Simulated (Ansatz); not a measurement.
Given:

```xyz
2
Lattice="0.0000 2.6072 2.6072 2.6072 0.0000 2.6072 2.6072 2.6072 0.0000" Properties=species:S:1:pos:R:3 pbc="T T T"
Si     0.0000     0.0000     0.0000
Si     1.3036     1.3036     1.3036
```

No spin polarisation.

Calculations: PBEsol (Ansatz, a quantum-chemistry and plane-wave program; PAW; 420 eV plane waves; no spin-orbit coupling). Γ-centred 11×11×11 mesh, Fermi–Dirac width 0.05 eV.

Predict the hole mass, smallest direct gap, band gap and electron mass.

The hole mass (degenerate bands, along [100]) comes out as 0.21, 0.23, 0.23 mₑ (at Γ) and the smallest direct gap comes out as 2.56 eV. The band gap is 0.22 eV and the electron mass is 0.97 mₑ along k, 0.18 mₑ across (off the special points).

Load acts through the strain it causes; cell and atoms are relaxed under it. Masses are band curvatures over ±0.01 Å⁻¹ around the edge. Along k means along the line from Γ to the band edge. No phonon test of stability was made. Measured, Si leaves this structure (for the β-tin structure) near 12 GPa (room temperature; as listed in arXiv:1906.07825). The cell was made from Si in the diamond structure (space group Fd-3m, No. 227) by this change: pressure 15 GPa. The zero or small gap of Si under pressure 15 GPa can change with the level of theory.
